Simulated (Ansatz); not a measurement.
Consider these faces of rock-salt NaCl, relaxed from ideal cuts in 1x1 cells: (100), (110), (210), (221).

Level of theory: PBE (plane waves to 420 eV, PAW; Ansatz, a quantum-chemistry and plane-wave program).

Problem. Rank these by surface energy (lowest first), as PBE gives it.

Solution. (100) (0.15 J/m²), (210) (0.24 J/m²), (110) (0.32 J/m²), (221) (0.49 J/m²)
